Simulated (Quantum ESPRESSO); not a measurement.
Sensitivity of a calculation on Mg4Se3S (R3m, 8 atoms in the cell) to its settings

```cif
data_Mg4SSe3
_chemical_formula_sum 'Mg4 Se3 S1'
_space_group_name_H-M_alt 'P 1'
_space_group_IT_number 1
_cell_length_a 13.90496
_cell_length_b 13.90496
_cell_length_c 13.90496
_cell_angle_alpha 17.340
_cell_angle_beta 17.340
_cell_angle_gamma 17.340
loop_
_space_group_symop_operation_xyz
  'x, y, z'
loop_
_atom_site_label
_atom_site_type_symbol
_atom_site_fract_x
_atom_site_fract_y
_atom_site_fract_z
_atom_site_occupancy
Mg1 Mg 0.00200 0.00200 0.00200 1
Mg2 Mg 0.25025 0.25025 0.25025 1
Mg3 Mg 0.49976 0.49976 0.49976 1
Mg4 Mg 0.74788 0.74788 0.74788 1
Se1 Se 0.93857 0.93857 0.93857 1
Se2 Se 0.18753 0.18753 0.18753 1
Se3 Se 0.43671 0.43671 0.43671 1
S1 S 0.68732 0.68732 0.68732 1
```

Base run A: PBEsol, GBRV 1.5 ultrasoft (PBESOL) pseudopotentials (Quantum ESPRESSO), self-consistent single point.

Its settings: ecutwfc = 40 Ry; ecutrho = 200 Ry; occupations = fixed; potentials = {Mg: mg_pbesol_v1.4.uspp.F.UPF, Se: se_pbesol_v1.uspp.F.UPF, S: s_pbesol_v1.4.uspp.F.UPF}; K_POINTS = automatic 4 4 4 0 0 0; nbnd = 36; conv_thr = 1e-09 Ry; mixing_beta = 0.7.

The starting cell comes from a database of computed structures (which also holds hypothetical and non-ambient phases and stackings), without a prior relaxation at this level.

A dash stands where there is no value to compare (another energy zero or no entropy term, no result, no spin, no clean gap, or a mesh too coarse for one). 

Run A gave: pressure (GPa) -1.45; largest force (eV/Å) 0.077; gap on the mesh (eV) 2.441.

Runs:
- B: vdw_corr: default → grimme-d3; dftd3_version: default → 3; dftd3_threebody: default → false [PBEsol-D3(0)]
- C: vdw_corr: default → grimme-d3; dftd3_version: default → 4; dftd3_threebody: default → false [PBEsol-D3(BJ)]

Problem. What does run B change against A?

Solution. The pressure goes from -1.45 to -2.86 GPa, the largest force hardly changes (0.077 to 0.074 eV/Å) and the gap on the mesh stays at 2.441 eV.

Problem. What does run C change against A?

Solution. The pressure goes from -1.45 to -2.94 GPa, the largest force moves little (0.077 to 0.076 eV/Å) and the gap on the mesh stays at 2.441 eV.

```json
[
 {"run": "A", "pressure (GPa)": "-1.45", "largest force (eV/Å)": "0.077", "gap on the mesh (eV)": "2.441", "dispersion energy (eV/atom)": "–"},
 {"run": "B", "pressure (GPa)": "-2.86", "largest force (eV/Å)": "0.074", "gap on the mesh (eV)": "2.441", "dispersion energy (eV/atom)": "-0.170"},
 {"run": "C", "pressure (GPa)": "-2.94", "largest force (eV/Å)": "0.076", "gap on the mesh (eV)": "2.441", "dispersion energy (eV/atom)": "-0.245"}
]
```

Left out of this page: 1 run of the series held back from this collection.
